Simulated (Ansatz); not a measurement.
Ansatz (a program for electronic structure) run on ScV2Ga4 (I4/mmm, 7 atoms in the cell): zone-centre phonon calculation.

Method of the run: LDA (PW92), PAW files made with PBE (plane waves; Ansatz).

```
CELL_PARAMETERS angstrom
     -3.22716     3.22716     2.57442
      3.22716    -3.22716     2.57442
      3.22716     3.22716    -2.57442
ATOMIC_POSITIONS crystal
  Sc 0.00000 0.00000 0.00000
  V  0.75000 0.25000 0.50000
  V  0.25000 0.75000 0.50000
  Ga 0.30087 0.30087 0.60174
  Ga 0.69913 0.69913 0.39826
  Ga 0.30087 0.69913 0.00000
  Ga 0.69913 0.30087 0.00000
```

Reference input (self-consistent single point, DFT, LDA (PW92), plane waves, PAW files made with PBE): kpoints.mp_grid.grid = 5 5 5; hamiltonian.xc = lda; hamiltonian.pseudopotentials = {kind: paw} (the program's default PAW files); scf.occupations.method = gaussian; scf.occupations.width = 0.05 eV. This run's input differs from it in these lines:

```diff
@@ -26,6 +26,4 @@
     width: 0.05
-output:
-  forces: true
-  eigenvalues: true
-  stress: true
+phonons:
+  method: dfpt
```

Output (repeated stretches shortened):

```
SCF iter   1: F=—  HF=-22643.050227 eV  |F-HF|=—  |Δ(HF+E_count)|=         —  Δρ=6.32e-2  dr2=1.09e1  ethr=3.10e-3  ⟨swp⟩=5.7  Hψ=10853  notcnv=0
all-band conjugate gradients solve this SCF's bands
preconditioner: auto → Kerker (q_TF=auto, 2.645 Å⁻¹)
SCF iter   2: F=—  HF=-22641.770419 eV  |F-HF|=—  |Δ(HF+E_count)|=    1.28e0  Δρ=3.67e-2  dr2=3.61e0  ethr=3.10e-3  ⟨swp⟩=2.0  Hψ=6386  notcnv=0  defer=229
   [... lines left out ...]
SCF iter  11: F=—  HF=-22641.116512 eV  |F-HF|=—  |Δ(HF+E_count)|=   2.32e-9  Δρ=9.93e-7  dr2=1.24e-9  ethr=2.29e-11  ⟨swp⟩=2.0  Hψ=3741  notcnv=0  defer=152
SCF iter  12: F=—  HF=-22641.116512 eV  |F-HF|=—  |Δ(HF+E_count)|=  2.18e-10  Δρ=6.04e-7  dr2=2.23e-10  ethr=1.39e-12  ⟨swp⟩=2.0  Hψ=5754  notcnv=0  defer=152
SCF iter  13: F=—  HF=-22641.116512 eV  |F-HF|=—  |Δ(HF+E_count)|=  1.56e-10  Δρ=1.62e-7  dr2=3.93e-11  ethr=1.00e-12  ⟨swp⟩=2.0  Hψ=4516  notcnv=0  defer=152
SCF iter  14: F=-22641.116512 eV  HF=-22641.116512 eV  |F-HF|=3.64e-12  |Δ(HF+E_count)|=  2.91e-11  Δρ=4.99e-8  dr2=4.62e-12  ethr=1.00e-12  ⟨swp⟩=10.8  Hψ=16392  notcnv=0
SCF 1 converged in 14 iterations: F = -22641.116512 eV  dr2 = 4.62e-12
DFPT response loops at Γ: preconditioner auto → Kerker (q_TF=auto, 2.645 Å⁻¹) (partly filled bands, converged f_vac=0.000) …
Free energy (F): -22641.116512 eV
Internal energy: -22641.108557 eV  (E = F + TS)
E sigma→0 (E₀):  -22641.112535 eV
Entropy (-TS):   -0.007954 eV (-1.136 meV/atom)
Fermi energy:    13.083495 eV
--- Phonons (Γ-DFPT): 6 representative perturbations + reference, on 63 of 125 k-points (Σ response iterations 25) ---
   [... lines left out ...]
  ASR residual per site (eV/Å²): 5.83e-5 7.69e-5 7.69e-5 7.67e-5 7.67e-5 7.67e-5 7.67e-5
  Γ frequencies (cm⁻¹): 0.00 0.00 0.00 102.50 130.41 137.21 137.21 144.08 144.08 146.43 160.22 163.09 195.08 203.07 239.60 239.60 258.11 259.67 259.67 279.14 279.14
  non-analytic LO–TO correction: not included (Born effective charges unavailable; polar crystals: no LO–TO splitting at Γ)
```

The run converged in 14 iterations. 

Summary of the result:
```
Item                                                                                                                                                  Value
--------------------------------------------------------  -------------------------------------------------------------------------------------------------
Free energy E − TS (on the zero of these files)                                                                                              -22641.1165 eV
Fermi level (on the code's own zero)                                                                                                               13.08 eV
Zone-centre frequencies (cm⁻¹; negative means imaginary)  0, 0, 0, 102, 130, 137, 137, 144, 144, 146, 160, 163, 195, 203, 240, 240, 258, 260, 260, 279, 279
```

The starting cell comes from a database of computed structures (which also holds hypothetical and non-ambient phases and stackings), without a prior relaxation at this level. Spin polarisation is off.

Cost on one core of a shared machine: roughly 3 min.

Keys are those of Ansatz 0.2.
